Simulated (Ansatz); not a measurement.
Si$_{3}$N$_{4}$ (space group Fd-3m, No. 227)

```cif
data_N32Si24
_chemical_formula_sum 'Si24 N32'
_space_group_name_H-M_alt 'Fd-3m :1'
_space_group_IT_number 227
_space_group_name_Hall 'F 4d 2 3 -1d'
_cell_length_a 7.78930
_cell_length_b 7.78930
_cell_length_c 7.78930
_cell_angle_alpha 90.000
_cell_angle_beta 90.000
_cell_angle_gamma 90.000
loop_
_atom_site_label
_atom_site_type_symbol
_atom_site_symmetry_multiplicity
_atom_site_Wyckoff_symbol
_atom_site_fract_x
_atom_site_fract_y
_atom_site_fract_z
_atom_site_occupancy
Si1 Si 16 c 0.12500 0.12500 0.12500 1
Si2 Si 8 b 0.50000 0.50000 0.50000 1
N1 N 32 e 0.36754 0.36754 0.36754 1
```
(The calculation used a cell of 14 atoms; values per cell refer to that cell.)

Method: PBE (Ansatz, an electronic-structure program; PAW; 420 eV plane waves; no SOC). Γ-centred 6×6×6 mesh, Fermi–Dirac width 0.05 eV.

```json
{
 "volume_per_atom": "8.44 Å³",
 "density": "3.94 g/cm³",
 "band_gap": "3.34 eV, indirect, a point along ⟨110⟩, about 0.4 Å⁻¹ from Γ → Γ",
 "Electron mass (degenerate bands, along [100])": "0.33, 0.33, 0.58 mₑ",
 "Lowest conduction-band minima above the VBM": "Γ 3.34 eV",
 "total_energy": "-492.843 eV/atom (σ→0; compares only within this code and set-up)"
}
```

Masses are band curvatures over ±0.01 Å⁻¹ around the edge. Whether these cells are dynamically stable was not tested.
